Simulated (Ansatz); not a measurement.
**Pressure series in hypothetical Fmmm Ga**

The parent structure is Ga (space group Fmmm, No. 69; a = 2.787 Å, b = 5.032 Å, c = 10.367 Å; a hypothetical phase, not in the database extracts checked).

Cell and atoms are relaxed at each pressure.

Method: PBE-D3(BJ), PAW, 420 eV (Ansatz, a program for electronic structure; no SOC).

| P (GPa) | V (Å³/atom) |
|---|---|
| -2.00 | 18.914 |
| -1.00 | 18.522 |
| 0.90 | 17.889 |
| 2.10 | 17.550 |
| 4.50 | 16.968 |
| 9.00 | 16.120 |
| 15.00 | 15.276 |
| 22.50 | 14.480 |
| 30.01 | 13.854 |

Fit a third-order Birch–Murnaghan equation of state.

Least squares on P(V) = (3B₀/2)[(V₀/V)^(7/3) − (V₀/V)^(5/3)]·[1 + (3/4)(B₀′ − 4)((V₀/V)^(2/3) − 1)] gives V₀ = 18.17 Å³/atom, B₀ = 56 GPa and B₀′ = 5.0.

Load acts through the strain it causes; cell and atoms are relaxed under it. Whether these cells are dynamically stable was not tested. No other phases were tried under pressure. The base started in Cmce and relaxed to Fmmm at this level.
